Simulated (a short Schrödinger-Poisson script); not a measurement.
Structure: MOS inversion layer, SiO2 on p-type Si(100), at 300 K.

| layer | material | thickness (nm) | Na (cm⁻³) |
|---|---|---|---|
| 1 | SiO2 | 1.7 | - |
| 2 | Si | 350 | 1.5e18 |

Constants are typed, rounded textbook-type inputs, not results; the design itself was drawn at random and stands for no fabricated device. SiO2: permittivity 3.9, conduction-band edge (eV) 3.15, gap (eV) 9, electron mass (mₑ) 0.5. Si: permittivity 11.7, conduction-band edge (eV) 0, gap (eV) 1.124, Nv at 300 K (cm⁻³) 3.1e19.

Channel valleys (confinement mass, in-plane density-of-states mass, number): Δ2 0.916, 0.19, 2; Δ4 0.19, 0.417, 4. At the gate the conduction-band edge of layer 1 lies 3.37 eV − eVg above the Fermi level of the channel; the field vanishes at the back. Gaps are held at their typed values at every temperature. Mesh 0.03 nm at interfaces.

From a short Schrödinger-Poisson script (our own, NumPy): 1D Poisson equation in equilibrium, electrons classical, Boltzmann, parabolic valleys, classical holes, full ionisation, no traps, pinning or gate leakage.

The same stack at other levels of the model or other numerical settings:

```
run                                          sheet density of all electrons at Vg = 1.25 V (cm⁻²)  sheet density of all electrons at Vg = 0.65 V (cm⁻²)  capacitance at Vg = 1.25 V (μF/cm²)  centroid of the channel electrons at Vg = 1.25 V (nm)  rough cost against the base
-------------------------------------------  ----------------------------------------------------  ----------------------------------------------------  -----------------------------------  -----------------------------------------------------  ---------------------------
base                                                                                      7.63e12                                               9.81e11                                 1.91                                                   0.29                      about 1
electrons treated as classical, Fermi-Dirac                                               7.17e12                                               9.38e11                                 1.79                                                   0.42                            6
electrons treated as quantum, Hartree                                                     5.59e12                                               2.33e11                                 1.64                                                   1.21                           40
mesh six times as coarse                                                                  7.43e12                                               9.16e11                                 1.87                                                   0.38                      about 1
```

The classical rows ignore confinement, and Boltzmann statistics overrate the density once the band edge passes the Fermi level.
